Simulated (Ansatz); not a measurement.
L1₂ (Cu3Au-type) Ni3Si, treated with PBE in Ansatz (plane waves, PAW).

Run with plane-wave cutoff 500 eV, 12×12×12 k mesh, Fermi–Dirac smearing 0.05 eV, no spin polarisation, scalar-relativistic PAW data made under PBE.

Computed at the level's own relaxed cell.

Q: Give the computed volume per atom and lattice constant a.

A: 
volume per atom: 10.78 Å³/atom
lattice constant a: 3.506 Å

Measured, for comparison: equilibrium volume per atom 10.81 Å³/atom, lattice constant a 3.510 Å (temperature not stated, not corrected to a static lattice; as tabulated in Metallic Nickel Silicides: Experiments and Theory for NiSi and First Principles …). Computed (rounded) less measured: equilibrium volume per atom -0.3 %, lattice constant a -0.1 %.

Computed values are for the static lattice.

It cost about 14 core-seconds (a rough figure) of CPU time.

Ansatz is a first-principles code.
